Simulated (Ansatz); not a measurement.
A computed series for MgTe: response to strain

Consider MgTe in the zinc blende structure (space group F-43m, No. 216; a = 6.368 Å). Axes: x, y, z lie along the cube axes.

Strains are applied to the cell and any free atomic positions relax.

The values are results of Ansatz (an electronic-structure program), LDA, PAW, cutoff 420 eV, no SOC, not measurements.

Notes on the quantities. energy relative to the base: free energy F.

```tsv
uniaxial strain ε_zz (%)	energy relative to the base (meV/atom)
-3	4.5
-2.5	3.1
-2	?
-1.5	1.1
-1	0.5
-0.5	0.1
0	0.0
```

Task: Fit ΔE = Aε² + Bε³ (ε in %) to the rows shown and predict the withheld row.

Result: Least squares on the printed values gives A = 0.479 and B = -0.0068 meV/atom (largest residual 0.0 meV/atom); this predicts 2.0 meV/atom, and the run gives 2.0 meV/atom, in agreement.

Stability against distortions was not tested.
